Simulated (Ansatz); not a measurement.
# Effect of P → Bi on MoP

The parent structure is MoP (space group P-6m2, No. 187; a = 3.206 Å, c = 3.174 Å).

The change: every P is replaced by Bi, then cell and atoms are relaxed.

Method: PBEsol, PAW, 420 eV (Ansatz, a program for electronic structure; without spin-orbit coupling). Γ-centred 16×16×12 mesh, Fermi–Dirac width 0.05 eV, for the changed cell.

The density rises by 4.91 g/cm³ (7.46 g/cm³ → 12.37 g/cm³) and the lattice parameter a rises by 0.434 bohr to 6.493 bohr. The c/a ratio rises by 0.175 to 1.165 and the space group stays P-6m2 (No. 187). The shortest interatomic distance goes up by 0.717 bohr (4.608 bohr → 5.325 bohr) and the band gap is still zero.

Final structure:

```
CELL_PARAMETERS angstrom
      3.43619     0.00000     0.00000
     -1.71809     2.97582     0.00000
      0.00000     0.00000     4.00215
ATOMIC_POSITIONS crystal
  Mo 0.00000 0.00000 0.00000
  Bi 0.33333 0.66667 0.50000
```

Whether these cells are dynamically stable was not tested. As relaxed here, BiMo is a hypothetical phase, not in the database extracts checked. The final runs are not spin-polarised. An odd electron count without spin: BiMo and MoP. BiMo has a high density of states at the Fermi level and may be magnetic at this level.
